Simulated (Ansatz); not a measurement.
## Ir, response to strain

The parent structure is Ir in the fcc (Cu type) structure (space group Fm-3m, No. 225; a = 3.8311 Å; relaxed with 0.1 eV smearing). Axes: x, y, z lie along the cube axes.

Strains are applied to the cell and any free atomic positions relax; under biaxial strain the out-of-plane vector relaxes too.

Calculations: PBEsol (Ansatz, an electronic-structure program; PAW; 420 eV plane waves; no spin-orbit coupling).

Candidates:
(a) biaxial strain +2.50 %, plane normal [111], relaxed out of plane
(b) biaxial strain +1.25 %, plane normal [111], relaxed out of plane
(c) biaxial strain −1.67 %, plane normal [111], relaxed out of plane

### Question
Order them by out-of-plane strain, highest first.

### Answer
(c) biaxial strain −1.67 %, plane normal [111], relaxed out of plane (+0.87 %), (b) biaxial strain +1.25 %, plane normal [111], relaxed out of plane (-0.63 %), (a) biaxial strain +2.50 %, plane normal [111], relaxed out of plane (-1.26 %)

Whether these cells are dynamically stable was not tested. The final runs are not spin-polarised.
